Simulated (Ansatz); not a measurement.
Base system: LiF in the zinc blende structure (space group F-43m, No. 216; a = 4.290 Å; a hypothetical phase, not in the database extracts checked). Axes: x, y, z lie along the cube axes.

Method: r2SCAN/PAW in Ansatz (a program for electronic structure), without spin-orbit coupling.

Base values:

| Item | Value |
|---|---|
| Band gap | 8.66 eV |

Modification: uniaxial stress, 3 GPa tension along x, with the cell and atoms free to relax against it.

Q: What happens to the band gap and energy relative to the base?

A: The band gap decreases by 0.17 eV to 8.49 eV; the energy grows by 5.9 meV/atom.

Load acts through the strain it causes; cell and atoms are relaxed under it. Gaps are Kohn–Sham eigenvalue differences; semilocal functionals usually give less than the measured gap. Stability under load was not tested beyond the relaxation.
